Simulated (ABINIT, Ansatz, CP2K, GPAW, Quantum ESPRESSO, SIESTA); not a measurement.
# AlNi (Pm-3m, 2 atoms in the cell) computed with different codes at matched settings

Self-consistent single point.

```xyz
2
Lattice="2.8214 0.0000 0.0000 0.0000 2.8214 0.0000 0.0000 0.0000 2.8214" Properties=species:S:1:pos:R:3 pbc="T T T"
Al     1.4107     1.4107     1.4107
Ni     0.0000     0.0000     0.0000
```

All programs got the same cell, k-point mesh and kind of occupations (in Ansatz's words: kpoints.mp_grid.grid = 9 9 9; scf.occupations.method = gaussian; scf.occupations.width = 0.272 eV); potentials, basis and cutoffs are each program's usual ones.

```tsv
code	model	pressure (GPa)	k-points	cutoff
Quantum ESPRESSO	PBE, PseudoDojo standard norm-conserving (PBE) pseudopotentials	13.98	35	100 Ry
Ansatz	PBE, default PAW files	14.08	35	default
ABINIT	PBE, norm-conserving pseudopotentials (PseudoDojo nc-sr-05 PBE standard)	13.97	35	49 Ha
SIESTA	GGA PBE, numerical atomic orbitals DZP, PseudoDojo PBE standard norm-conserving potentials (rewritten from UPF to PSML)	11.78	365	grid 400 Ry
CP2K	PBE, GPW, DZVP-MOLOPT-SR-GTH basis, GTH-PBE potentials (GTH_POTENTIALS)	14.11	365	grid 600 Ry
GPAW	PBE, GPAW PAW datasets PBE (gpaw-data 1.0.1)	15.50	35	850 eV
```

The spread over the programs that give each value: pressure within 3.72 GPa.

The starting cell comes from a database of computed structures (which also holds hypothetical and non-ambient phases and stackings), without a prior relaxation at this level. Its lattice was rescaled by a random factor within 2.5 % of one. On Ansatz's run: Spin polarisation is off. In the base run, with a pressure of about 14 GPa the cell is away from its equilibrium volume at this level.

Task: Why do the programs differ, and what cannot be compared?

Result: Differences of this kind can come from the potentials, where these differ, and from what each basis and cutoff leave unconverged. The valence holds different numbers of electrons (Quantum ESPRESSO 21, Ansatz (a quantum-chemistry and plane-wave program) 21, ABINIT 21, SIESTA 21, CP2K 21, GPAW 19). The zero of total energies and Fermi levels follows the potentials and each program's conventions, so they are not compared here. SIESTA and CP2K use small atom-centred bases, whose incompleteness enters pressures, forces and empty levels differently from a plane-wave cutoff. Ansatz's pressure is given at a fixed set of plane waves, as the other plane-wave codes print theirs; with its correction for the finite basis it is 14.15 GPa. The programs reduce the same mesh by symmetry to different extents, which changes the work and not the result. In the pressure, SIESTA (by 2.24) and GPAW (by 1.47) lie more than 1 GPa from the median of the plane-wave programs.

Left out of this page: Elk and FLEUR (not drawn, or without a comparable value).

Keys are those of Ansatz 0.2.
